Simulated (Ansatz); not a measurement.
A self-consistent single point of the (110) slab of Cu (cut from a parent of space group no. 139; 5 atoms in the cell) with Ansatz (a first-principles code).

Computed with LDA (PW92), default PAW files made with PBE (plane waves; Ansatz).

```xyz
5
Lattice="2.4701 0.0000 0.0000 -3.4286 2.2765 0.0000 0.0000 0.0000 22.2312" Properties=species:S:1:pos:R:3 pbc="T T T"
Cu    -2.5715     1.7074     7.0000
Cu    -0.8572     0.5691     9.0578
Cu    -2.5715     1.7074    11.1156
Cu     1.6129     0.5691    13.1734
Cu    -2.5715     1.7074    15.2312
```

Reference input (self-consistent single point, DFT, LDA (PW92), plane waves, default PAW files made with PBE): basis.ecutwfc = 420 eV; kpoints.mp_grid.grid = 15 15 1; hamiltonian.xc = lda; hamiltonian.pseudopotentials = {kind: paw} (the program's default PAW files); scf.occupations.method = gaussian; scf.occupations.width = 0.1 eV. This run's input differs from it in these lines:

Ansatz 0.2 input:
```diff
@@ -16,3 +16,3 @@
   mp_grid:
-    grid: [15, 15, 1]
+    grid: [32, 32, 1]
 hamiltonian:
```

The program printed (abridged):

```
SCF iter   1: F=—  HF=-32777.058853 eV  |F-HF|=—  |Δ(HF+E_count)|=         —  Δρ=1.70e-2  dr2=2.62e-1  ethr=1.77e-3  ⟨swp⟩=7.9  Hψ=65052  notcnv=0  defer=307
all-band conjugate gradients solve this SCF's bands
preconditioner: auto → LDOS
SCF iter   2: F=—  HF=-32777.434337 eV  |F-HF|=—  |Δ(HF+E_count)|=   3.75e-1  Δρ=4.81e-2  dr2=1.56e0  ethr=2.75e-4  ⟨swp⟩=3.0  Hψ=38746  notcnv=0  defer=843  recentre
   [... lines left out ...]
SCF iter   7: F=—  HF=-32777.017666 eV  |F-HF|=—  |Δ(HF+E_count)|=   9.02e-5  Δρ=1.08e-4  dr2=1.15e-5  ethr=1.91e-8  ⟨swp⟩=2.2  Hψ=25313  notcnv=0  defer=823
SCF iter   8: F=—  HF=-32777.017666 eV  |F-HF|=—  |Δ(HF+E_count)|=   3.64e-7  Δρ=1.61e-5  dr2=6.91e-7  ethr=1.21e-8  ⟨swp⟩=2.0  Hψ=21479  notcnv=0  defer=823
SCF iter   9: F=—  HF=-32777.017666 eV  |F-HF|=—  |Δ(HF+E_count)|=   1.89e-7  Δρ=1.32e-5  dr2=1.86e-7  ethr=7.27e-10  ⟨swp⟩=2.6  Hψ=27358  notcnv=0  defer=823
SCF iter  10: F=-32777.017666 eV  HF=-32777.017666 eV  |F-HF|=1.24e-8  |Δ(HF+E_count)|=   1.12e-7  Δρ=3.11e-6  dr2=1.25e-8  ethr=1.05e-10  ⟨swp⟩=13.0  Hψ=75552  notcnv=0
SCF 1 converged in 10 iterations: F = -32777.017666 eV  dr2 = 1.25e-8
Free energy (F): -32777.017666 eV
Internal energy: -32777.006406 eV  (E = F + TS)
E sigma→0 (E₀):  -32777.012036 eV
Entropy (-TS):   -0.011260 eV (-2.252 meV/atom)
Fermi energy:    5.050355 eV
--- Forces (eV/Å), atoms counted from 1 ---
  atom   1  Cu     0.00000000     0.00000000     0.40867438
  atom   2  Cu     0.00000000     0.00000000    -0.05831291
  atom   3  Cu    -0.00000000     0.00000000     0.00000000
  atom   4  Cu     0.00000000     0.00000000     0.05831291
  atom   5  Cu     0.00000000     0.00000000    -0.40867438
--- Stress (GPa, compression-positive) ---
       -5.664531      -0.661833       0.000000
       -0.661833      -6.221868       0.000000
        0.000000       0.000000      -4.002078
  P = ⅓ Tr σ = -5.2962 GPa (-52.962 kbar)
  The stress holds the Pulay correction. Without it, at fixed plane waves, as pw.x and ABINIT print it: P = -5.3442 GPa
```

The run converged in 10 iterations. Against the reference run the free energy stays essentially unchanged (within 1 meV/atom) and the largest force goes from 0.396 to 0.409 eV/Å.

The starting cell comes from a database of computed structures (which also holds hypothetical and non-ambient phases and stackings), without a prior relaxation at this level. The slab is cut from that crystal, and its faces are unrelaxed. Its lattice was rescaled by up to half a per cent. Spin polarisation is off.

Cost on one core of a shared machine: roughly 2 min.
